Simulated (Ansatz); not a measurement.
Base system: Ti in the hcp (Mg type) structure (space group P6_3/mmc, No. 194; a = 2.902 Å, c = 4.593 Å; relaxed with 0.1 eV smearing). Axes: x lies along a and z along c of the hexagonal cell.

Level of theory: Kohn–Sham DFT with the PBEsol functional, run in Ansatz (an electronic-structure program) with PAW and 420 eV plane waves, no spin-orbit coupling.

Modification: compressive biaxial strain of 2.50 % in the plane normal to [001], as in epitaxy on a mismatched substrate; the out-of-plane cell vector and the atoms relax.

Q: How does this affect the out-of-plane strain and in-plane stress?

A: The out-of-plane strain is +2.22 %; the mean in-plane stress (compression positive) is +5.3 GPa.

No phonon test of stability was made. All final runs are without spin polarisation.
